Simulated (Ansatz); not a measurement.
Consider a 24-atom supercell of SiC in the zinc blende structure (space group F-43m, No. 216; a = 4.3568 Å) at its relaxed geometry.

The values are results of PBEsol (Ansatz, a first-principles code, PAW, scalar-relativistic without spin-orbit coupling), not measurements.

One neutral defect a cell, atoms relaxed at fixed cell.

One change was made to it. Results:

The total moment of the cell comes out as 0.0 μB; the pressure goes from zero to 8.7 GPa; the gap of the supercell goes from 1.24 eV to zero; the largest displacement of a host atom from its site in the perfect cell is 0.18 Å.

Task: Which of these changes matches the shifts?
A. Nb on a Si site
B. Si interstitial (started 1.78 Å from the nearest host atom)
C. Si vacancy, symmetric start

Result: B, Si interstitial (started 1.78 Å from the nearest host atom). For comparison, the pressure in the other runs: Nb on a Si site gives 6.7 GPa; Si vacancy, symmetric start gives 2.5 GPa.

Other magnetic orders, which the real material may have, were not ruled out. In so small a cell the defect repeats every few ångströms: this is an ordered compound, not a dilute defect. A case with no gap was solved on a k-mesh chosen for an insulator, which is coarse for it. Defects with a symmetric start kept the site's symmetry and may sit on a saddle; the others started slightly shaken. Starting moments died away, wholly or in part, for Si interstitial (started 1.78 Å from the nearest host atom), Nb on a Si site and Si vacancy; another magnetic solution may exist.
